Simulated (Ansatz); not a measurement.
Where the default PAW files enter, the runs use the earlier of Ansatz's two default sets.

Given:

```xyz
12
Lattice="4.9927 0.0000 0.0000 0.0000 4.9927 0.0000 0.0000 0.0000 6.9339" Properties=species:S:1:pos:R:3 pbc="T T T"
Si     1.5045     1.5045     3.4670
Si     0.9918     4.0008     5.2004
Si     3.4882     3.4882     0.0000
Si     4.0008     0.9918     1.7335
O      0.5314     1.1913     2.2196
O      1.3050     3.0277     3.9531
O      4.4613     3.8014     5.6866
O      3.6876     1.9650     0.4861
O      3.0277     1.3050     2.9808
O      3.8014     4.4613     1.2473
O      1.9650     3.6876     6.4478
O      1.1913     0.5314     4.7143
```

Space group of this cell: P4_12_12. The cell is taken as given.

All values below come from r2SCAN (plane waves, PAW; Ansatz, a program for electronic structure).

The current runs along the normal of the first two printed vectors; no spin-orbit coupling. Scaled by the factor s: both lengths across the current (ions clamped). Meshes 6×6×6 and 6×6 across the current in all rows.

```csv
s,mean pressure (GPa),slowest mid-gap decay constant κ (1/Å)
0.98,7.9,0.554
1.00,0.1,0.545
1.02,-6.4,?
```

**Question.** Take the slope of the slowest mid-gap decay constant κ against ln s from the two given rows, extrapolate to s = 1.02, and say what the run there gives.

**Answer.** Slope = (0.554 − 0.545) / ln 0.98 = -0.445 1/Å. The line gives 0.545 + (-0.445) × ln 1.02 = 0.536 1/Å. The run gives 0.536 1/Å, as the line does.
